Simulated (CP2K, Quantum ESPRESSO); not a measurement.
A CP2K input for a self-consistent single point of Hf₂S (P6_3/mmc, 6 atoms in the cell) (DFT LDA (Pade form), GPW, DZVP-MOLOPT-SR-GTH basis, GTH-PADE potentials (GTH_POTENTIALS)):

```
&GLOBAL
  PROJECT bulk
  RUN_TYPE ENERGY_FORCE
  PRINT_LEVEL MEDIUM
&END GLOBAL
&FORCE_EVAL
  METHOD Quickstep
  STRESS_TENSOR ANALYTICAL
  &DFT
    BASIS_SET_FILE_NAME BASIS_MOLOPT
    POTENTIAL_FILE_NAME GTH_POTENTIALS
    &QS
      METHOD GPW
      EPS_DEFAULT 1E-11
    &END QS
    &MGRID
      CUTOFF 500
      REL_CUTOFF 40
      NGRIDS 5
    &END MGRID
    &SCF
      SCF_GUESS ATOMIC
      EPS_SCF 1E-6
      MAX_SCF 100
      ADDED_MOS 11
      &DIAGONALIZATION
        ALGORITHM STANDARD
      &END DIAGONALIZATION
      &MIXING
        METHOD BROYDEN_MIXING
        ALPHA 0.2
        NBUFFER 8
      &END MIXING
      &SMEAR ON
        METHOD FERMI_DIRAC
        ELECTRONIC_TEMPERATURE [K] 580.23
      &END SMEAR
    &END SCF
    &KPOINTS
      SCHEME MONKHORST-PACK 8 8 2
      GAMMA_CENTERED T
    &END KPOINTS
    &XC
      &XC_FUNCTIONAL PADE
      &END XC_FUNCTIONAL
    &END XC
    &PRINT
      &MO
        EIGENVALUES T
        OCCUPATION_NUMBERS T
        NDIGITS 8
        FILENAME mo
        &EACH
          QS_SCF 0
        &END EACH
        ADD_LAST NUMERIC
      &END MO
      &MULLIKEN ON
      &END MULLIKEN
    &END PRINT
  &END DFT
  &SUBSYS
    &CELL
      A 3.25718300 0.00000000 0.00000000
      B -1.62859100 2.82080400 0.00000000
      C 0.00000000 0.00000000 11.31081600
      PERIODIC XYZ
    &END CELL
    &COORD
      Hf       1.62859330     0.94026706    10.17758534
      Hf      -0.00000130     1.88053694     1.13323066
      Hf      -0.00000130     1.88053694     4.52217734
      Hf       1.62859330     0.94026706     6.78863866
      S        0.00000000     0.00000000     8.48311200
      S        0.00000000     0.00000000     2.82770400
    &END COORD
    &KIND Hf
      BASIS_SET DZVP-MOLOPT-SR-GTH-q12
      POTENTIAL GTH-PADE-q12
    &END KIND
    &KIND S
      BASIS_SET DZVP-MOLOPT-SR-GTH-q6
      POTENTIAL GTH-PADE-q6
    &END KIND
  &END SUBSYS
  &PRINT
    &FORCES ON
    &END FORCES
    &STRESS_TENSOR ON
    &END STRESS_TENSOR
  &END PRINT
&END FORCE_EVAL
```

Give the Quantum ESPRESSO input for the same structure, mesh, smearing and functional.

One input that does it (others would too):

```fortran
&CONTROL
   calculation = 'scf'
   prefix = 'Hf2S'
   outdir = './work'
   pseudo_dir = './'
   tprnfor = .true.
   tstress = .true.
/
&SYSTEM
   ibrav = 4
   celldm(1) = 6.155184656
   celldm(3) = 3.47257567099
   nat = 6
   ntyp = 2
   ecutwfc = 60
   occupations = 'smearing'
   smearing = 'fermi-dirac'
   degauss = 0.0036749
/
&ELECTRONS
   conv_thr = 1.0d-9
   mixing_beta = 0.4
/
ATOMIC_SPECIES
Hf   178.4900  Hf.upf
S     32.0600  S.upf
ATOMIC_POSITIONS {alat}
Hf    0.500000000    0.288675135    3.124658314
Hf    0.000000000    0.577350269    0.347917356
Hf    0.000000000    0.577350269    1.388370479
Hf    0.500000000    0.288675135    2.084205192
S     0.000000000    0.000000000    2.604431753
S     0.000000000    0.000000000    0.868143918
K_POINTS {automatic}
8 8 2  0 0 0
```

Basis, cutoffs, solver keys and any potentials are the target program's own. This input uses DFT, LDA (PW92), plane waves, PseudoDojo standard norm-conserving (LDA) pseudopotentials. LDA parametrisations can differ slightly between programs.

The starting cell comes from a database of computed structures (which also holds hypothetical and non-ambient phases and stackings), without a prior relaxation at this level. Its lattice was rescaled by a random factor within 2.5 % of one. For this run, on top of that: lattice scaled by 0.98.
